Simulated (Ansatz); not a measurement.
Cubic perovskite CsSnI3 (cubic high-temperature phase) was calculated with revPBE (Ansatz, an electronic-structure program, PAW).

Settings: plane-wave cutoff 520 eV, 6×6×6 k mesh, Fermi–Dirac smearing 0.01 eV, scalar-relativistic PAW data made under PBE.

Pressure at four volumes; x = ln(V/52.456 Å³). One pressure is withheld.

```
V (Å³/atom)        x  P (GPa)
-----------  -------  -------
49.308       -0.0619        ?
50.357       -0.0408    0.583
52.456        0.0000   -0.004
55.603        0.0583   -0.670
```

Pass a parabola P(x) through the three rows shown, estimate the bulk modulus and its pressure derivative near zero pressure, and predict the withheld pressure.

Slopes between the rows: (-0.004 − (0.583))/(0.0000 − (-0.0408)) = -14.39 and (-0.670 − (-0.004))/(0.0583 − (0.0000)) = -11.42 GPa. Their difference over the span 0.0991 is c = 2.97/0.0991 = 30.0 GPa, so P(x) = 0.583 + (-14.39)(x − (-0.0408)) + 30.0 (x − (-0.0408))(x − (0.0000)). At the middle row B = −dP/dx = −[-14.39 + 30.0 × 0.0408] = 13.2 GPa, and B′ = dB/dP = 2c/B = 4.5. At x = -0.0619 the parabola gives 0.926 GPa; the run gives 0.929 GPa. The Birch–Murnaghan fit to the energies at all volumes has B0 = 13.1 GPa and B′ = 4.6.

Note: the relaxation could not lower the start's symmetry, so the cell can be a saddle point above a distorted one.

Spin–orbit coupling is not included.
